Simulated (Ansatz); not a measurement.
The reference is Be in the bcc (W type) structure (space group Im-3m, No. 229; a cell from a computed database, its experimental status unchecked; relaxed with 0.1 eV smearing).

```yaml
crystal:
  lattice:
    - [-1.24657, 1.24657, 1.24657]
    - [1.24657, -1.24657, 1.24657]
    - [1.24657, 1.24657, -1.24657]
  atoms:
    - { symbol: Be, position: [0.00000, 0.00000, 0.00000] }
```

Cartesian axes are those of the cell as printed.

Method: PBEsol (Ansatz, a program for electronic structure), spin-orbit coupling left out.

For the base:

The shortest interatomic distance is 2.159 Å and the pressure comes out as 0.0 GPa. The band gap is zero.

Perturbation: uniaxial strain ε_xx = +1.34 %, all other strain components held at zero; the atoms relax in the strained cell.

**Question.** What happens to the energy relative to the base, shortest interatomic distance, pressure and band gap?

**Answer.** The energy goes up by 0.8 meV/atom; the shortest interatomic distance rises by 0.010 Å to 2.169 Å; the pressure (mean of the normal stresses, compression positive) goes from zero to -1.6 GPa; the band gap stays zero.

Whether these cells are dynamically stable was not tested. This is not the structure that Be has at room temperature and ambient pressure.
